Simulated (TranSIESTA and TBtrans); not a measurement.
Device: (4,4) carbon nanotube with one Pt atom in a divacancy. Geometry: 35 atoms about the centre moved by SIESTA (PBE, SZP) to a largest force of 0.05 eV/Å, all others as built.

Run with TranSIESTA and TBtrans (open boundaries, self-consistent; PseudoDojo norm-conserving potentials, scalar-relativistic): Spin polarized, PAO.BasisSize SZP, PAO.EnergyShift 0.15 eV, XC.Authors PBE, Mesh.Cutoff 150 Ry, ElectronicTemperature 300 K, TBT.Elecs.Eta 0.001 eV.

Task: Give the current of both spins against bias, self-consistently and from the zero-bias transmission integrated over the bias window.

Result: 
```json
[
 {"V (V)": "0.2", "I self-consistent (μA)": "19.0", "I from the zero-bias T(E) (μA)": "18.7"},
 {"V (V)": "0.4", "I self-consistent (μA)": "38.9", "I from the zero-bias T(E) (μA)": "38.0"},
 {"V (V)": "0.6", "I self-consistent (μA)": "59.7", "I from the zero-bias T(E) (μA)": "58.3"},
 {"V (V)": "0.8", "I self-consistent (μA)": "81.3", "I from the zero-bias T(E) (μA)": "79.6"}
]
```

Positive bias raises the left lead's chemical potential. The energy step is 0.02 eV; narrower resonances are cut or missed.

Moments were seeded on the central atoms alone, and one start was tried. Moving central atoms between leads that stay as built scatters by itself, most near band edges, so not all of the loss belongs to a defect. Spin-orbit coupling, left out here, matters for the heavy atoms.
